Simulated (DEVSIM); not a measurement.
Structure: abrupt Si p-n junction, at 350 K.

```csv
layer (left to right),material,thickness (μm),Nd (cm⁻³),Na (cm⁻³),τn (s),τp (s)
1,Si,47.0,-,7.4e16,1.6e-7,1.6e-7
2,Si,240,1.7e17,-,1.6e-7,1.6e-7
```

Left contact: ohmic. Right contact: ohmic. Voltage is applied to the left contact. Recombination: SRH at mid-gap, radiative, Auger. Mobility is constant in doping.

Constants are typed, rounded textbook-type inputs, not results; the design itself was drawn at random and stands for no fabricated device. Values at 300 K; Nc and Nv go as T^1.5, mobilities as T to minus their exponent, the gap by Varshni's rule with the affinity fixed.

| parameter | Si |
|---|---|
| gap (eV) | 1.124 |
| affinity (eV) | 4.05 |
| permittivity | 11.7 |
| Nc (cm⁻³) | 2.86e19 |
| Nv (cm⁻³) | 3.1e19 |
| μn (cm²/Vs) | 1417 |
| μp (cm²/Vs) | 470 |
| T exponent of μn | 2.3 |
| T exponent of μp | 2.2 |
| B (cm³/s) | 4.7e-15 |
| Cn (cm⁶/s) | 2.8e-31 |
| Cp (cm⁶/s) | 9.9e-32 |
| Varshni α (eV/K) | 0.000473 |
| Varshni β (K) | 636 |

Model (solved in DEVSIM): 1D drift-diffusion, Boltzmann statistics, complete ionisation; no tunnelling, impact ionisation, image-force lowering or self-heating.

The minority lifetime in layer 2 was swept, all else fixed.

```tsv
minority lifetime in layer 2 (s)	dark forward voltage at 1 A/cm² (V)	dark forward voltage at 100 A/cm² (V)
4.8e-9	0.556	0.855
1.6e-8	0.565	0.855
4.8e-8	0.571	0.855
1.6e-7	0.576	0.855
4.8e-7	0.579	0.855
1.6e-6	0.580	0.853
4.8e-6	0.581	0.851
```

From the first row to the last the dark forward voltage at 1 A/cm² goes from 0.556 to 0.581. From the first row to the last the dark forward voltage at 100 A/cm² goes from 0.855 to 0.851.
